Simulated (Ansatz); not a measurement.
CsPbBr3, pressure series

Base system: CsPbBr₃ in the cubic perovskite structure (space group Pm-3m, No. 221; a = 6.0028 Å).

Cell and atoms are relaxed at each pressure.

Computed with Ansatz (a program for electronic structure) PBE, no spin-orbit coupling.

For the base:

```
Property   Result
--------  -------
Band gap  1.78 eV
```

Task: The aim is a band gap between 1.05 eV and 1.17 eV. Which of these changes reaches it?
A) pressure 1.8 GPa
B) pressure −2 GPa
C) pressure 18 GPa
D) pressure 4.2 GPa
E) pressure 9 GPa

Result: D, pressure 4.2 GPa. It gives 1.11 eV; pressure 9 GPa gives 0.49 eV; pressure 1.8 GPa gives 1.47 eV; pressure 18 GPa gives zero; pressure −2 GPa gives 2.17 eV. Changes not listed may reach it too

The mesh was chosen for an insulator and is coarse for the gapless case. Spin-orbit coupling, missing from the scalar runs, can matter with Pb. Load acts through the strain it causes; cell and atoms are relaxed under it. No phonon test of stability was made. Competing high-pressure phases were not computed. All final runs are without spin polarisation. Many cubic perovskites are stable only at high temperature; tilts and polar distortions were not tested. This is not the structure that CsPbBr3 has at room temperature and ambient pressure. The zero or small gap of CsPbBr3 under pressure 18 GPa can change with the level of theory.
